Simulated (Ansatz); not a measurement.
OsC (model structure, F-43m, No. 216, 2 atoms in the cell)

Computed with PBEsol in Ansatz (plane waves, PAW).

Run with plane-wave cutoff 520 eV, 12×12×12 k mesh, Fermi–Dirac smearing 0.01 eV, no spin polarisation, scalar-relativistic PAW data made under PBE.

Cell (relaxed at this level):

```cif
data_COs
_chemical_formula_sum 'Os1 C1'
_space_group_name_H-M_alt 'P 1'
_space_group_IT_number 1
_cell_length_a 3.22811
_cell_length_b 3.22811
_cell_length_c 3.22811
_cell_angle_alpha 60.000
_cell_angle_beta 60.000
_cell_angle_gamma 60.000
loop_
_space_group_symop_operation_xyz
  'x, y, z'
loop_
_atom_site_label
_atom_site_type_symbol
_atom_site_fract_x
_atom_site_fract_y
_atom_site_fract_z
_atom_site_occupancy
Os1 Os 0.00000 0.00000 0.00000 1
C1 C 0.25000 0.25000 0.25000 1
```

```yaml
band_gap: 0.08 eV
smallest_direct_gap_on_the_k_points_sampled: 0.56 eV
"Γ–Γ gap": 4.82 eV
```

Note: the relaxation could raise the start's symmetry but not lower it, so the cell can be a saddle point.

Spin–orbit coupling is not included; it can close the smallest gap of 0.08 eV.

The computed numbers hold no vibrational or temperature effects.

A model structure was made by putting elements into a prototype or built by hand; it is no filed structure, need not be a known phase, and can be a saddle point held by its symmetry.

Ansatz is a program for electronic structure.
